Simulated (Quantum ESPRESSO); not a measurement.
A self-consistent single point of Mg (P-3m1, 2 atoms in the cell) with Quantum ESPRESSO.

Method: LDA (PZ), GBRV 1.5 ultrasoft (LDA) pseudopotentials (plane waves; Quantum ESPRESSO).

```xyz
2
Lattice="3.2004 0.0000 0.0000 -1.6002 2.7716 0.0000 0.0000 0.0000 5.1944" Properties=species:S:1:pos:R:3 pbc="T T T"
Mg     0.0000     1.8477     1.3486
Mg     1.6002     0.9239     3.8958
```

Reference input (self-consistent single point, DFT, LDA (PZ), plane waves, GBRV 1.5 ultrasoft (LDA) pseudopotentials): ecutwfc = 40 Ry; ecutrho = 200 Ry; occupations = smearing; smearing = fd; degauss = 0.0073499 Ry; potentials = {Mg: mg_lda_v1.4.uspp.F.UPF}; K_POINTS = automatic 8 8 5 0 0 0; conv_thr = 1e-11 Ry; mixing_beta = 0.7. This run's input differs from it in these lines:

```diff
@@ -18,3 +18,3 @@
     smearing = 'fd',
-    degauss = 0.0073499,
+    degauss = 0.0036749,
 /
@@ -30,3 +30,3 @@
 K_POINTS automatic
-8 8 5  0 0 0
+28 28 15  0 0 0
```

The program printed (abridged):

```
     Self-consistent Calculation

     iteration #  1     ecut=    40.00 Ry     beta= 0.70

     total energy              =    -250.05381859 Ry
     estimated scf accuracy    <       0.29589406 Ry

     iteration #  2     ecut=    40.00 Ry     beta= 0.70

     total energy              =    -250.12199115 Ry
     estimated scf accuracy    <       0.00995303 Ry

     iteration #  3     ecut=    40.00 Ry     beta= 0.70

     total energy              =    -250.12261063 Ry
     estimated scf accuracy    <       0.00044892 Ry

   [... 4 blocks of this kind left out ...]

     iteration #  8     ecut=    40.00 Ry     beta= 0.70

     total energy              =    -250.12262761 Ry
     estimated scf accuracy    <          5.3E-11 Ry

     iteration #  9     ecut=    40.00 Ry     beta= 0.70
     End of self-consistent calculation

     Number of k-points >= 100: set verbosity='high' to print the bands.

     the Fermi energy is     5.1954 ev

!    total energy              =    -250.12262761 Ry
     estimated scf accuracy    <          7.0E-13 Ry
     smearing contrib. (-TS)   =      -0.00052284 Ry
     internal energy E=F+TS    =    -250.12210477 Ry

     convergence has been achieved in   9 iterations

     Forces acting on atoms (cartesian axes, Ry/au):

     atom    1 type  1   force =     0.00000000   -0.00000000   -0.00456741
     atom    2 type  1   force =     0.00000000    0.00000000    0.00456741

     Total force =     0.006459     Total SCF correction =     0.000003

          total   stress  (Ry/bohr**3)                   (kbar)     P=      -21.90
  -0.00014716   0.00000000   0.00000000          -21.65        0.00        0.00
   0.00000000  -0.00014716  -0.00000000            0.00      -21.65       -0.00
   0.00000000   0.00000000  -0.00015225            0.00        0.00      -22.40

   JOB DONE.
```

The run converged in 9 iterations. Against the reference run the free energy rises by 16.9 meV/atom, the pressure hardly changes (-2.18 to -2.19 GPa) and the largest force moves little (0.114 to 0.117 eV/Å).

The starting cell has typed, rounded lattice constants, without a prior relaxation at this level. Its lattice was rescaled by up to half a per cent. One atom was moved a little off its site on purpose.

Cost on one core of a shared machine: roughly 2 min.
